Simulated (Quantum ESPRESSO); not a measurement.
A self-consistent single point of Nb2Te3 (C2/m, 10 atoms in the cell) with Quantum ESPRESSO.

Level of theory: PBEsol, GBRV 1.5 ultrasoft (PBESOL) pseudopotentials (plane waves; Quantum ESPRESSO).

```
Nb2Te3
1.0
    7.63520    -1.85278     0.00000
    7.63520     1.85278     0.00000
   -5.87364     0.00000     8.90058
Nb Te
4 6
Cartesian
  4.39714   0.00000   1.05605
  4.99961   0.00000   7.84452
  1.52799   0.00000   3.32793
  7.86876   0.00000   5.57265
  7.10075   0.00000   2.86955
  2.29600   0.00000   6.03103
  1.71065   0.00000   0.38842
  7.68610   0.00000   8.51215
 11.33347   0.00000   3.12259
 -1.93672   0.00000   5.77799
```

Reference input (self-consistent single point, DFT, PBEsol, plane waves, GBRV 1.5 ultrasoft (PBESOL) pseudopotentials): ecutwfc = 40 Ry; ecutrho = 320 Ry; occupations = smearing; smearing = fermi-dirac; degauss = 0.0073499 Ry; potentials = {Nb: nb_pbesol_v1.uspp.F.UPF, Te: te_pbesol_v1.uspp.F.UPF}; K_POINTS = automatic 7 7 3 1 1 1; conv_thr = 1e-11 Ry; mixing_beta = 0.4. This run's input differs from it in these lines:

```diff
@@ -16,3 +16,3 @@
   smearing = 'fermi-dirac',
-  degauss = 0.0073499,
+  degauss = 0.002205,
 /
```

Output, abridged:

```
     Self-consistent Calculation

     iteration #  1     ecut=    40.00 Ry     beta= 0.40

     Threshold (ethr) on eigenvalues was too large:
     Diagonalizing with lowered threshold

     total energy              =    -630.50715451 Ry
     estimated scf accuracy    <       0.65640991 Ry

     iteration #  2     ecut=    40.00 Ry     beta= 0.40

     total energy              =    -630.55284799 Ry
     estimated scf accuracy    <       0.32851469 Ry

     iteration #  3     ecut=    40.00 Ry     beta= 0.40

     total energy              =    -630.54708134 Ry
     estimated scf accuracy    <       0.91254657 Ry

   [... 14 blocks of this kind left out ...]

     iteration # 18     ecut=    40.00 Ry     beta= 0.40

     total energy              =    -630.63388929 Ry
     estimated scf accuracy    <          1.4E-11 Ry

     iteration # 19     ecut=    40.00 Ry     beta= 0.40
     End of self-consistent calculation

     the Fermi energy is    10.4533 ev

!    total energy              =    -630.63388929 Ry
     estimated scf accuracy    <          4.6E-13 Ry
     smearing contrib. (-TS)   =      -0.00112006 Ry
     internal energy E=F+TS    =    -630.63276924 Ry

     convergence has been achieved in  19 iterations

     Forces acting on atoms (cartesian axes, Ry/au):

     atom    1 type  1   force =    -0.00595980    0.00000000   -0.00214208
     atom    2 type  1   force =     0.00595980    0.00000000    0.00214208
     atom    3 type  1   force =     0.00027470    0.00000000   -0.00126108
     atom    4 type  1   force =    -0.00027470   -0.00000000    0.00126108
     atom    5 type  2   force =     0.00494398    0.00000000    0.00494358
   [... lines left out ...]

     Total force =     0.018308     Total SCF correction =     0.000002

          total   stress  (Ry/bohr**3)                   (kbar)     P=      -40.34
  -0.00027298   0.00000000   0.00001495          -40.16        0.00        2.20
   0.00000000  -0.00027719  -0.00000000            0.00      -40.78       -0.00
   0.00001495   0.00000000  -0.00027260            2.20        0.00      -40.10

   JOB DONE.
```

The run converged in 19 iterations. Against the reference run the free energy goes up by 8.1 meV/atom, the pressure moves little (-4.00 to -4.03 GPa) and the largest force moves little (0.184 to 0.180 eV/Å).

The starting cell comes from a database of computed structures (which also holds hypothetical and non-ambient phases and stackings), without a prior relaxation at this level. Its lattice was rescaled by a random factor within 2.5 % of one. Spin polarisation is off. With a pressure of about -4 GPa the cell is away from its equilibrium volume at this level.

Cost on one core of a shared machine: roughly 10 min.
